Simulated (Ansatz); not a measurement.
Zr3N4 (model structure, started from the beta Si3N4 type, P6₃/m, No. 176, 14 atoms in the cell), treated with PBEsol+SOC (plane waves, PAW; Ansatz, a first-principles code).

Numerical settings: plane-wave cutoff 520 eV, 6×6×8 k mesh (along the axes of the cell as run), Fermi–Dirac smearing 0.01 eV, PAW data made under PBE.

Cell (relaxed with PBEsol):

```
CELL_PARAMETERS angstrom
      8.63860     0.00000     0.00000
     -4.31930     7.48125     0.00000
      0.00000     0.00000     3.60136
ATOMIC_POSITIONS crystal
  Zr 0.13971 0.73167 0.25000
  Zr 0.26833 0.40803 0.25000
  Zr 0.59197 0.86029 0.25000
  Zr 0.86029 0.26833 0.75000
  Zr 0.73167 0.59197 0.75000
  Zr 0.40803 0.13971 0.75000
  N  0.32613 0.00155 0.25000
  N  0.99845 0.32457 0.25000
  N  0.67543 0.67387 0.25000
  N  0.67387 0.99845 0.75000
  N  0.00155 0.67543 0.75000
  N  0.32457 0.32613 0.75000
  N  0.33333 0.66667 0.25000
  N  0.66667 0.33333 0.75000
```

Estimate the band gap and direct gap at Γ that the calculation returns.


- band gap: 2.13 eV (on the SCF k mesh)
- direct gap at Γ: 2.99 eV

Note: the relaxation could raise the start's symmetry but not lower it, so the cell can be a saddle point.

Static lattice: no zero-point or thermal effects.

A model structure was made by putting elements into a prototype or built by hand; it is no filed structure, need not be a known phase, and can be a saddle point held by its symmetry.
